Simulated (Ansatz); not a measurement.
TaAs (I4₁md, No. 109, 4 atoms in the cell; start mp-1936), treated with PBE-D3(BJ) (Ansatz, an electronic-structure program, plane waves, PAW).

From the output:

```
Relaxation: its limit of steps is 80 (relax.max_steps)
Crystal: 4 atoms, lattice volume = 69.504 Å³
Basis set: ecut = 520 eV, 1873 PW (Γ), FFT grids on a1+a3, a2+a3, a3, exchange–correlation on 54×54×96 points (8 copies of the dense FFT grid, shifted against one another)
Bands: 34, of which v1, the nominal top of the filled ones, is band 28 counted from 1 (27 counted from 0)
Symmetry: 8 space group operations
Space group: I41md (ITA 109), of the structure as read, at distance tolerance 4.1e-5 Å
k-points: 834 of 10648 (time reversal used)
Functional: x = pbe(κ = 0.804, μ = 0.2195149727645171), c = pbe(β = 0.06672455060314922)
SCF iter   1: F=—  HF=-29581.366851 eV  |F-HF|=—  |Δ(HF+E_count)|=         —  Δρ=7.28e-3  dr2=3.12e-2
SCF iter   2: F=—  HF=-29581.364141 eV  |F-HF|=—  |Δ(HF+E_count)|=   2.71e-3  Δρ=4.07e-3  dr2=8.17e-3
  ...
SCF 1 converged in 7 iterations: F = -29581.364148 eV  dr2 = 8.51e-9
Crystal: 4 atoms, lattice volume = 69.504 Å³
Basis set: ecut = 520 eV, 1857 PW (Γ), FFT grids on a1+a3, a2+a3, a3, exchange–correlation on 54×54×96 points (8 copies of the dense FFT grid, shifted against one another)
Initial density: handed on by an earlier stage of this run
SCF 2 converged in 6 iterations: F = -29581.363987 eV  dr2 = 4.60e-9
Crystal: 4 atoms, lattice volume = 69.504 Å³
SCF 3 converged in 8 iterations: F = -29581.364455 eV  dr2 = 2.53e-12
Crystal: 4 atoms, lattice volume = 69.504 Å³
SCF iter   7: F=-29581.364455 eV  HF=-29581.364455 eV  |F-HF|=0.00e0  |Δ(HF+E_count)|=  1.09e-11  Δρ=1.39e-9  dr2=2.19e-15
SCF iter   8: F=-29581.364455 eV  HF=-29581.364455 eV  |F-HF|=2.18e-11  |Δ(HF+E_count)|=  1.46e-11  Δρ=3.14e-10  dr2=1.16e-16
SCF 4 converged in 8 iterations: F = -29581.364455 eV  dr2 = 1.16e-16
SCF converged after 8 iterations
Free energy (F): -29581.364455 eV
Internal energy: -29581.361786 eV  (E = F + TS)
E sigma→0 (E₀):  -29581.363120 eV
Fermi energy:    17.073721 eV
--- Forces (eV/Å), atoms counted from 1 ---
  atom   1  Ta     0.00000000    -0.00000000     0.00000077
  atom   2  Ta    -0.00000000    -0.00000000     0.00000077
  atom   3  As     0.00000000    -0.00000000    -0.00000077
  atom   4  As    -0.00000000    -0.00000000    -0.00000077
--- Stress (GPa, compression-positive) ---
       -3.543371       0.000000      -0.000000
        0.000000      -3.543371       0.000000
       -0.000000       0.000000      -3.545010
  P = ⅓ Tr σ = -3.5439 GPa (-35.439 kbar)
```

### Question
Write an input file that could have produced this run (the log leaves some choices open).

### Answer
One answer among several that fit: 
Ansatz 0.2 input:
```yaml
crystal:
  lattice:
    - [-1.7276975748, 1.7276975748, 5.8211996781]
    - [1.7276975748, -1.7276975748, 5.8211996781]
    - [1.7276975748, 1.7276975748, -5.8211996781]
  atoms:
    - { symbol: Ta, position: [0.2504017073, 0.7504017073, 0.5] }
    - { symbol: Ta, position: [0.5004017073, 0.5004017073, 0.0] }
    - { symbol: As, position: [0.8321982927, 0.3321982927, 0.5] }
    - { symbol: As, position: [0.0821982927, 0.0821982927, 0.0] }
basis:
  ecutwfc: 520
  ecutrho_ratio: 4
  xc_grid: 2
kpoints:
  mp_grid: { grid: [22, 22, 22] }
hamiltonian:
  xc: pbe
  dispersion: d3bj
  pseudopotentials: { kind: paw }
scf:
  occupations: { method: fermi_dirac, width: 0.05 }
output:
  forces: true
  stress: true
  eigenvalues: true
relax:
  f_tol: 0.004
  escape_saddle: false
  max_steps: 80
  cell: { stress_tol: 0.02, fix: [volume] }
```

The cell is one volume of an energy–volume scan, off the minimum.

Note: the relaxation could not lower the start's symmetry, so the cell can be a saddle point above a distorted one.

It cost very roughly 17 core-minutes of CPU time.

A start named mp-… is a Materials Project structure, which need not be a measured phase.
